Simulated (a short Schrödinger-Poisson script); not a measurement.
Solved with a short Schrödinger-Poisson script written for these runs: one-band effective-mass equation with BenDaniel-Duke matching, electrons, heavy and light holes apart, hard walls at the outer ends, one valence edge for both holes (no strain splitting), no charge, excitons, band mixing or non-parabolicity; under a field the levels are quasi-bound states of a box, listed while three quarters of their weight lies within 4 nm of the wells.

Stack: coupled double In0.53Ga0.47As/InP quantum well.

From the first side: 20 nm InP; 15 nm In0.53Ga0.47As; 1 nm InP; 15 nm In0.53Ga0.47As; 20 nm InP.

Constants are typed, rounded textbook-type inputs, not results; the design itself was drawn at random and stands for no fabricated device. In0.53Ga0.47As: direct gap (eV) 0.74, conduction-band edge (eV) 0, electron mass (mₑ) 0.041, heavy-hole mass 0.38, light-hole mass 0.052. InP: direct gap (eV) 1.344, conduction-band edge (eV) 0.25, electron mass (mₑ) 0.08, heavy-hole mass 0.53, light-hole mass 0.12.

The valence-band edge of each layer lies one gap below its conduction-band edge. The electron's potential energy rises along the stack by the applied field. Mesh 0.03 nm at interfaces.

**Question.** Give the hh1 − lh1 (meV); the e1 above the well's band edge (meV); the squared e1-hh1 overlap at zero applied field.

**Answer.** hh1 − lh1 (meV): 12.3; e1 above the well's band edge (meV): 16.0; squared e1-hh1 overlap at zero applied field: 0.92. Excitons are left out, and strain enters only through the typed gaps and offsets, so measured lines lie elsewhere.
